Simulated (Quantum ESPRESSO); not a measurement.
A self-consistent single point of Tl (P6_3/mmc, 4 atoms in the cell) with Quantum ESPRESSO.

Method of the run: PBE, PseudoDojo standard norm-conserving (PBE) pseudopotentials (plane waves; Quantum ESPRESSO 7.5).

```xyz
4
Lattice="3.5086 0.0000 0.0000 -1.7543 3.0386 0.0000 0.0000 0.0000 11.2656" Properties=species:S:1:pos:R:3 pbc="T T T"
Tl     0.0000     0.0000     0.0000
Tl     0.0000     0.0000     5.6328
Tl     0.0000     2.0257     2.8164
Tl     1.7543     1.0129     8.4492
```

Reference input (self-consistent single point, DFT, PBE, plane waves, PseudoDojo standard norm-conserving (PBE) pseudopotentials): ecutwfc = 65 Ry; occupations = smearing; smearing = marzari-vanderbilt; degauss = 0.0036749 Ry; potentials = {Tl: Tl.upf}; K_POINTS = automatic 9 9 3 0 0 0; conv_thr = 1e-10 Ry. This run's input differs from it in these lines:

```diff
@@ -18,2 +18,3 @@
  degauss = 0.0036749,
+ nbnd = 28,
 /
```

The program printed (abridged):

```
     Self-consistent Calculation

     iteration #  1     ecut=    65.00 Ry     beta= 0.70

     Threshold (ethr) on eigenvalues was too large:
     Diagonalizing with lowered threshold

     total energy              =    -484.54643071 Ry
     estimated scf accuracy    <       0.02095082 Ry

     iteration #  2     ecut=    65.00 Ry     beta= 0.70

     total energy              =    -484.55216524 Ry
     estimated scf accuracy    <       0.00229938 Ry

     iteration #  3     ecut=    65.00 Ry     beta= 0.70

     total energy              =    -484.55259068 Ry
     estimated scf accuracy    <       0.00006798 Ry

   [... 5 blocks of this kind left out ...]

     iteration #  9     ecut=    65.00 Ry     beta= 0.70

     total energy              =    -484.55262044 Ry
     estimated scf accuracy    <          1.7E-10 Ry

     iteration # 10     ecut=    65.00 Ry     beta= 0.70
     End of self-consistent calculation

     the Fermi energy is    10.0747 ev

!    total energy              =    -484.55262044 Ry
     estimated scf accuracy    <          1.6E-11 Ry
     smearing contrib. (-TS)   =      -0.00008700 Ry
     internal energy E=F+TS    =    -484.55253343 Ry

     convergence has been achieved in  10 iterations

     Forces acting on atoms (cartesian axes, Ry/au):

     atom    1 type  1   force =     0.00000000   -0.00000000    0.00000000
   [... zero for the other atoms too ...]

     Total force =     0.000000     Total SCF correction =     0.000000

          total   stress  (Ry/bohr**3)                   (kbar)     P=       10.20
   0.00006461  -0.00000000   0.00000000            9.50       -0.00        0.00
  -0.00000000   0.00006461   0.00000000           -0.00        9.50        0.00
   0.00000000   0.00000000   0.00007876            0.00        0.00       11.59

   JOB DONE.
```

The run converged in 10 iterations. Against the reference run the free energy goes up by 1.5 meV/atom and the pressure hardly changes (0.99 to 1.02 GPa).

The starting cell comes from a database of computed structures (which also holds hypothetical and non-ambient phases and stackings), without a prior relaxation at this level.

Cost on one core of a shared machine: roughly 90 s.
